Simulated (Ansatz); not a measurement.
# Point defect Cu on the Ga site in chalcopyrite CuGaSe2

These are PBE, PAW (plane waves to 420 eV; Ansatz, a first-principles code) values and carry that method's errors. Cell and caveats: 64-site cell; 2×2×2 shifted k-points; start: the Ga site; no Hubbard U; the functional closes the host's gap; energies good to tenths of an eV.

Neighbours after relaxation, in Å: of the Cu atom: Se 2.42, Se 2.42, Se 2.42, Se 2.42.

```csv
charge,moment (μB),largest move off a lattice site (Å)
0,not spin-polarised,0.08
```

All states together cost about 50 core-minutes (a rough figure).
